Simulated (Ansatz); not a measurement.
Convergence test for CsMg₆Al (Amm2, 8 atoms in the cell)

```
CELL_PARAMETERS angstrom
      5.12106     0.00000     0.00000
      0.00000     3.04276     8.88971
      0.00000    -3.04276     8.88971
ATOMIC_POSITIONS crystal
  Cs 0.50000 0.71012 0.71012
  Mg 0.50000 0.18564 0.67676
  Mg 0.50000 0.67676 0.18564
  Mg 0.00000 0.29461 0.79761
  Mg 0.00000 0.79761 0.29461
  Mg 0.00000 0.37840 0.37840
  Mg 0.00000 0.89126 0.89126
  Al 0.50000 0.06559 0.06559
```

Method of the run: PBEsol, default PAW files made with PBE (plane waves; Ansatz, a program for electronic structure).

The starting cell comes from a database of computed structures (which also holds hypothetical and non-ambient phases and stackings), without a prior relaxation at this level. Ansatz's pressure includes its estimate of the finite-basis (Pulay) stress.

Held fixed: basis.ecutwfc = 420 eV; kpoints.mp_grid.grid = 5 4 4; kpoints.mp_grid.shift = 0.5 0.5 0.5; hamiltonian.xc = pbesol; hamiltonian.pseudopotentials = {kind: paw} (the program's default PAW files); scf.occupations.method = cold; scf.occupations.width = 0.05 eV.

ΔF is the free energy per atom less that of the last row (1e-12 eV).

Ansatz starts here from atomic densities corrected by a trained network and corrects its stress for the error left by an unfinished SCF, so loose thresholds cost less than they might elsewhere.

The series runs over scf.convergence.dr2_threshold = 0.1 eV; 0.01 eV; 0.001 eV; 0.0001 eV; 1e-05 eV; 1e-06 eV; 1e-08 eV; 1e-10 eV; 1e-12 eV.

**Question.** From which setting on does the largest force stay within 0.005 eV/Å of the last one?

**Answer.** From scf.convergence.dr2_threshold = 0.001 eV on; the one before it is off by 0.0061 eV/Å. The value it settles on is 0.143 eV/Å at this level of theory and with the other settings as held.

| scf.convergence.dr2_threshold | ΔF (meV/atom) | pressure (GPa) | largest force (eV/Å) | iterations |
|---|---|---|---|---|
| 0.1 eV | 2.6 | -0.43 | 0.146 | 2 |
| 0.01 eV | 0.20 | -0.42 | 0.149 | 4 |
| 0.001 eV | 0.04 | -0.42 | 0.144 | 5 |
| 0.0001 eV | 0.00 | -0.42 | 0.145 | 6 |
| 1e-05 eV | 0.00 | -0.42 | 0.143 | 8 |
| 1e-06 eV | 0.00 | -0.42 | 0.143 | 9 |
| 1e-08 eV | 0.00 | -0.42 | 0.143 | 11 |
| 1e-10 eV | 0.00 | -0.42 | 0.143 | 14 |
| 1e-12 eV | 0.00 | -0.42 | 0.143 | 17 |

Keys are those of Ansatz 0.2.
